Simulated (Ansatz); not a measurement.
The starting structures come from a database of crystals and need not be the phases stable at ambient conditions.

Here is the system:

```
MgO
1.0
    5.64058     0.00000     0.00000
    0.00000     5.64058     0.00000
    0.00000     0.00000     5.80980
Mg O
6 6
Direct
  0.75000   0.00000   0.50000
  0.25000   0.00000   0.50000
  0.50000   0.25000   0.00000
  0.50000   0.75000   0.00000
  0.00000   0.50000   0.75000
  0.00000   0.50000   0.25000
  0.75000   0.50000   0.00000
  0.25000   0.50000   0.00000
  0.00000   0.25000   0.50000
  0.00000   0.75000   0.50000
  0.50000   0.00000   0.75000
  0.50000   0.00000   0.25000
```

Space group of this cell: P4_2/mmc. The cell is strained (lengths along the current scaled by 1.03, ions clamped); by r2SCAN its mean pressure is -5.7 GPa.

Transport runs along the normal of the first two printed cell vectors, the (001) (indices of the unstrained crystal) plane of the conventional cell.

No gap correction and no spin-orbit coupling; mid-gap values are interpolated between computed energies.

Q: Compute, with r2SCAN (Ansatz, a quantum-chemistry and plane-wave program), the band gap and the smallest decay constant κ at mid-gap.

A: Gap 3.16 eV on a 6×6×6 mesh; κ = 0.324 1/Å, at the zone centre.
